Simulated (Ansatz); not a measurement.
Si (Fd-3m) under hydrostatic pressure: band gap by PBEsol with spin-orbit coupling, rigid bands (plane waves, PAW; Ansatz, a quantum-chemistry and plane-wave program). The unloaded cell, whose axes the loads refer to:

```
Si
1.0
    0.00000     2.71679     2.71679
    2.71679     0.00000     2.71679
    2.71679     2.71679     0.00000
Si
2
Direct
  0.25000   0.25000   0.25000
  0.00000   0.00000   0.00000
```

```
hydrostatic pressure (GPa)  volume per atom (Å³)  band gap (eV)
--------------------------  --------------------  -------------
-2                                         20.50              ?
0                                          20.05           0.45
2                                          19.65           0.41
5                                          19.11           0.36
```

Q: Fit a straight line to band gap against the load over the rows given, and predict the row at -2 GPa.

A: The means are x̄ = 2.333 GPa and ȳ = 0.4067; Σ(x − x̄)(y − ȳ) = -0.2267 and Σ(x − x̄)² = 12.67, so the slope is -17.9 meV per GPa, and the rows given lie within 2.6 meV of the line. At -2 GPa the line gives 0.48 eV; the calculation gives 0.49 eV, 1.2 % from it.

Q: With all rows, what volume deformation potential dE_g/d ln V follows?

A: A line through E_g against ln V has the slope 1.9 eV, so the gap narrows under compression.

 Stresses and pressures are the targets of the relaxation. Gaps are resolved to about 0.01 eV. The structure type is held at every load. Geometry: cell and atoms relaxed with PBEsol.
